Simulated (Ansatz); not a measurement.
Na in the bcc (W type) structure (space group Im-3m, No. 229)

```cif
data_Na2
_chemical_formula_sum 'Na2'
_space_group_name_H-M_alt 'Im-3m'
_space_group_IT_number 229
_space_group_name_Hall '-I 4 2 3'
_cell_length_a 4.22197
_cell_length_b 4.22197
_cell_length_c 4.22197
_cell_angle_alpha 90.000
_cell_angle_beta 90.000
_cell_angle_gamma 90.000
loop_
_atom_site_label
_atom_site_type_symbol
_atom_site_symmetry_multiplicity
_atom_site_Wyckoff_symbol
_atom_site_fract_x
_atom_site_fract_y
_atom_site_fract_z
_atom_site_occupancy
Na1 Na 2 a 0.00000 0.00000 0.00000 1
```
(The calculation used a cell of 1 atom; values per cell refer to that cell.)

Calculations: r2SCAN (Ansatz, a program for electronic structure), scalar-relativistic without spin-orbit coupling. Γ-centred 16×16×16 mesh, Fermi–Dirac width 0.05 eV.

* **Volume per atom**: 37.63 Å³
* **Density**: 1.01 g/cm³
* **Band gap**: zero
* **Total energy**: -1488.615 eV/atom (σ→0; compares only within this code and set-up)

Whether these cells are dynamically stable was not tested.
